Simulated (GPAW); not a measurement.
Band structure of Ba (Cmcm, 2 atoms in the cell).

```yaml
crystal:
  lattice:
    - [2.15649, -3.91208, 0.00000]
    - [2.15649, 3.91208, 0.00000]
    - [0.00000, 0.00000, 7.26927]
  atoms:
    - { symbol: Ba, position: [0.64960, 0.35040, 0.75000] }
    - { symbol: Ba, position: [0.35040, 0.64960, 0.25000] }
```

Method: PBEsol, GPAW PAW datasets PBEsol (made by gpaw-setup) (plane waves; GPAW 25.7.0).

Settings: mode = pw; ecut = 550 eV; xc = PBEsol; kpts = 6 6 3; mesh shift (steps) = 0 0 0; occupations.name = methfessel-paxton; occupations.width = 0.272 eV; occupations.order = 0; nbands = -10; convergence.density = 1e-05 e/electron; symmetry.symmorphic = false; symmetry.tolerance = 0.0005; maxiter = 120; bandpath_npoints = 40.

The starting cell comes from a database of computed structures (which also holds hypothetical and non-ambient phases and stackings), without a prior relaxation at this level. Its lattice was rescaled by a random factor within 2.5 % of one.

Levels in eV from the Fermi level, bands 7 to 14:
| point | 7 | 8 | 9 | 10 | 11 | 12 | 13 | 14 |
|---|---|---|---|---|---|---|---|---|
| Γ | -13.75 | -13.74 | -2.81 | -1.00 | 1.11 | 1.51 | 1.62 | 2.10 |
| X | -13.98 | -13.89 | -0.12 | 0.08 | 0.14 | 0.37 | 0.99 | 1.43 |
| S | -13.84 | -13.83 | -0.77 | -0.44 | -0.31 | 0.73 | 1.52 | 1.69 |
| R | -13.86 | -13.86 | -0.75 | -0.75 | 0.39 | 0.39 | 1.66 | 1.66 |
| A | -13.84 | -13.84 | 0.09 | 0.09 | 0.28 | 0.28 | 0.86 | 0.86 |
| Z | -13.76 | -13.76 | -1.84 | -1.84 | 1.01 | 1.01 | 1.63 | 1.63 |
| Y | -13.89 | -13.79 | -0.63 | -0.48 | -0.01 | 0.54 | 0.98 | 1.64 |
| X1 | -13.98 | -13.89 | -0.12 | 0.08 | 0.14 | 0.37 | 0.99 | 1.43 |
| A1 | -13.84 | -13.84 | 0.09 | 0.09 | 0.28 | 0.28 | 0.86 | 0.86 |
| T | -13.84 | -13.84 | -0.88 | -0.88 | 0.48 | 0.48 | 1.45 | 1.45 |

Bands cross the Fermi level along this path, so the cell is metallic at this level.
